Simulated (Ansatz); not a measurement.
**Cu3N: biaxial strain −3.00 %, plane normal [001], relaxed out of plane**

The parent structure is Cu$_{3}$N (space group Pm-3m, No. 221; a = 3.765 Å). Axes: x, y, z lie along the cube axes.

Now apply this change: biaxial strain −3.00 %, plane normal [001], relaxed out of plane (Cartesian); in-plane vectors clamped, the third vector and the atoms free.

The values are results of Ansatz (a program for electronic structure) PBEsol, no spin-orbit coupling, not measurements. k-mesh 12×12×12 (Γ-centred); smearing 0.05 eV (Fermi–Dirac).

```json
[
 {"quantity": "volume per atom", "base": "13.34 Å³", "changed": "12.73 Å³", "shift": "-0.616 Å³"},
 {"quantity": "space group", "base": "Pm-3m (No. 221)", "changed": "P4/mmm (No. 123)", "shift": "–"},
 {"quantity": "shortest interatomic distance", "base": "188.2 pm", "changed": "182.6 pm", "shift": "-5.6 pm"},
 {"quantity": "energy relative to the base (free energy F)", "base": "0 meV/atom", "changed": "+26 meV/atom", "shift": "+26 meV/atom"},
 {"quantity": "pressure (mean of the normal stresses, compression positive)", "base": "0.0 GPa", "changed": "7.6 GPa", "shift": "+7.6 GPa"},
 {"quantity": "band gap", "base": "zero", "changed": "zero", "shift": "–"},
 {"quantity": "out-of-plane strain (rough)", "base": "–", "changed": "+1.37 %", "shift": "–"},
 {"quantity": "mean in-plane stress (compression positive) (rough)", "base": "–", "changed": "+11.4 GPa", "shift": "–"}
]
```

Final structure (turned so that z lies along the plane normal):

```yaml
crystal:
  lattice:
    - [3.65196, 0.00000, 0.00000]
    - [0.00000, 3.65196, 0.00000]
    - [0.00000, 0.00000, 3.81662]
  atoms:
    - { symbol: Cu, position: [0.50000, 0.00000, 0.00000] }
    - { symbol: Cu, position: [0.00000, 0.50000, 0.00000] }
    - { symbol: Cu, position: [0.00000, 0.00000, 0.50000] }
    - { symbol: N, position: [0.00000, 0.00000, 0.00000] }
```

Cost of the whole job for the changed cell (relaxation, final SCF and bands): very roughly 100 core-seconds.

Without a gap, meshes like the base's 12×12×12 leave anisotropic stresses uncertain by several tenths of a GPa, and small strain energies with them. No phonon test of stability was made. The final runs are not spin-polarised. Gaps under 0.05 eV, about the width of the smearing, are given as zero. A zero or small gap of Cu3N can be the functional's error rather than a property of the material.
